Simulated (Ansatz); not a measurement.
The parent structure is W$_{2}$N (space group P4/mmm, No. 123; a = 2.964 Å, c = 4.161 Å; a hypothetical phase, not in the database extracts checked; relaxed with 0.1 eV smearing). Axes: x, y, z lie along a, b, c of the conventional cell.

Method: PBE-D3(BJ) (Ansatz, a first-principles code), no spin-orbit coupling.

Base values:

The pressure is 0.0 GPa and the shortest interatomic distance is 2.080 Å.

Perturbation: a pure shear with ε_xz = ε_zx = 0.0049; the atoms relax in the strained cell.

**Question.** What happens to the energy relative to the base?

**Answer.** The energy rises by 0.6 meV/atom.

**Question.** How does this affect the pressure?

**Answer.** The pressure (mean of the normal stresses, compression positive) stays 0.0 GPa.

**Question.** Estimate the effect on the shortest interatomic distance.

**Answer.** The shortest interatomic distance remains 2.080 Å.

No phonon test of stability was made. The base started in P4/nmm and relaxed to P4/mmm at this level. All final runs are without spin polarisation. An odd electron count without spin: W2N. The D3 term's C6 switches between coordination references near this geometry, which can add small steps to energies.
